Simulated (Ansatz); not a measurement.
Mo₂SiN (model structure, started from the MAX type, P6₃/mmc, No. 194, 8 atoms in the cell): bulk modulus by level of theory

No measured value is used here.

```
level (code)     value (GPa)  cell (Å³/atom)
---------------  -----------  --------------
LDA (Ansatz)             245           12.01
PBE (Ansatz)             224           12.51
PBEsol (Ansatz)          236           12.20
r²SCAN (Ansatz)          246           12.26
```

The crystal itself was run without spin with LDA, PBE, PBEsol, r²SCAN; a magnetic state was not tried in these runs. LDA, PBE, PBEsol, r²SCAN: the run has no spin polarisation, so it can have missed a magnetic state. LDA, PBE, PBEsol, r²SCAN: the bulk modulus is −V dP/dV from two relaxed cells at ±2 % in volume. Each level is taken at its own relaxed cell. Cutoffs differ between the levels. Ansatz's density-functional and Hartree–Fock values are scalar-relativistic unless marked +SOC, with PAW data made under PBE.

A model structure was made by putting elements into a prototype or built by hand; it is no filed structure, need not be a known phase, and can be a saddle point held by its symmetry.

Ansatz is an electronic-structure program.
